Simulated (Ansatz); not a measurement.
Si, response to strain

The reference is Si in the diamond structure (space group Fd-3m, No. 227; a = 5.444 Å). Axes: x, y, z lie along the cube axes.

Strains are applied to the cell and any free atomic positions relax; under biaxial strain the out-of-plane vector relaxes too.

Level of theory: r2SCAN/PAW in Ansatz (a quantum-chemistry and plane-wave program), no spin-orbit coupling.

```csv
"biaxial strain, plane normal [001], relaxed out of plane (%)",out-of-plane strain (%)
-3,2.19
-2.5,1.83
-2,1.46
-1.5,1.09
-1,0.73
-0.5,?
0,0.00
```

Problem. Fit ε⊥ = −νε + γε² (strains in %) to the rows shown and predict the withheld row.

Solution. Least squares on the printed values gives ν = 0.73 (the biaxial Poisson response) and γ = 0.001 (largest residual 0.00 %); this predicts 0.36 %, and the run gives 0.36 %, in agreement.

No phonon test of stability was made.
